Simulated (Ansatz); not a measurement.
Start from Gd in the hcp (Mg type) structure (space group P6_3/mmc, No. 194; ferromagnetic).

```
CELL_PARAMETERS angstrom
      3.56570     0.00000     0.00000
     -1.78285     3.08799     0.00000
      0.00000     0.00000     5.69484
ATOMIC_POSITIONS crystal
  Gd 0.33333 0.66667 0.75000
  Gd 0.66667 0.33333 0.25000
```

Calculations: Ansatz (a first-principles code) PBEsol, no spin-orbit coupling.

Base values:

The c/a ratio comes out as 1.597 and the lattice parameter a comes out as 3.566 Å.

One thing is altered: every Gd is replaced by Li, then cell and atoms are relaxed.

Q: How does this affect the c/a ratio and lattice parameter a?

A: The c/a ratio rises by 0.0275, from 1.597 to 1.625; the lattice parameter a falls by 0.503 Å (3.566 Å → 3.063 Å).

The magnetic state is the one reached from the starting moments; the real material's order can differ, and small cells can't hold many antiferromagnetic ones. The state of the 4f shell was not checked for lower solutions. No phonon test of stability was made. This is not the structure that Li has at room temperature and ambient pressure.
